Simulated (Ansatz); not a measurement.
Hexagonal WC, treated with PBEsol+SOC (plane waves, PAW; Ansatz, a first-principles code).

Settings: plane-wave cutoff 520 eV, 24×24×20 k mesh (along the axes of the cell as run), Fermi–Dirac smearing 0.05 eV, PAW data made under PBE.

Cell (relaxed at this level):

```
WC
1.0
    1.44884    -2.50947     0.00000
    1.44884     2.50947     0.00000
    0.00000     0.00000     2.82654
W C
1 1
Cartesian
  0.00000   0.00000   0.00000
  1.44884   0.83649   1.41327
```

**Question.** What does this level give for the bulk modulus B0 and pressure derivative B′ of the bulk modulus?

**Answer.** 
bulk modulus B0: 405 GPa
pressure derivative B′ of the bulk modulus: 4.2

The run finds no gap.

Measured, for comparison: bulk modulus 384 ± 0.8 GPa (room temperature, not corrected to a static lattice, adiabatic, ultrasonic, our sources range from 377 to 412; as tabulated in Compression behavior of WC and WC-6%Co up to 50 GPa (OSTI 1006718)). Computed (rounded) less measured: bulk modulus +5 % (inside the range of the sources held).

Note: the bulk modulus comes from volumes at which shape and atoms were relaxed.

Static lattice: no zero-point or thermal effects.

Cost on a shared machine: roughly 30 core-minutes.
